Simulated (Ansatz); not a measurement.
**Step by step: formation energy of Ta_Mo in Mo (bcc, Im-3m)**

Consider the formation energy of Ta_Mo in Mo (bcc, Im-3m). Reaction: 63 Mo (bcc) + Ta (bcc) → cell A.

A: a supercell of 64 sites of Mo (bcc, Im-3m) with Ta on a Mo site (8 Mo at 2.76 Å); spin state with PBE: run without spin.

Ansatz (a program for electronic structure) with PAW potentials; structures come from PBE relaxations, nuclei static, no net charge. Ansatz runs with its default PAW set. Other levels take these structures. The lattices are those relaxed with PBE, so at other levels the solids can be strained, which adds to the spread. Larger cells are relaxed from a start prepared with the learned potential CHGNet, on a coarser mesh till forces fall under 0.03 eV/Å, which some starts already meet. A dispersion term (D3(BJ), or D4 for r2SCAN) was computed beside these levels and is taken off wherever the name lacks it. The runs are scalar-relativistic, without spin-orbit coupling. Mesh and cell size may move defect energies by 0.1 eV or more. Cell A has symmetry Im-3m within 0.02 Å and got no random move, so less symmetric positions, which may lie lower, weren't tried.

Total energies of the cells in eV, at zero smearing width. They compare only within one column; the weights balance every element.

```tsv
cell	atoms	weight	r2SCAN	PBE+D3(BJ)
A: Mo:Ta_Mo	64	+1	-322903.66090	-322207.60525
Mo (bcc)	64	−63/64	-317926.40025	-317230.85081
Ta (bcc)	1	−1	-9944.31688	-9932.90260
```

r2SCAN: (-322903.66090) − 63/64 × (-317926.40025) − (-9944.31688) = -0.544 eV.

PBE+D3(BJ): (-322207.60525) − 63/64 × (-317230.85081) − (-9932.90260) = -0.584 eV.
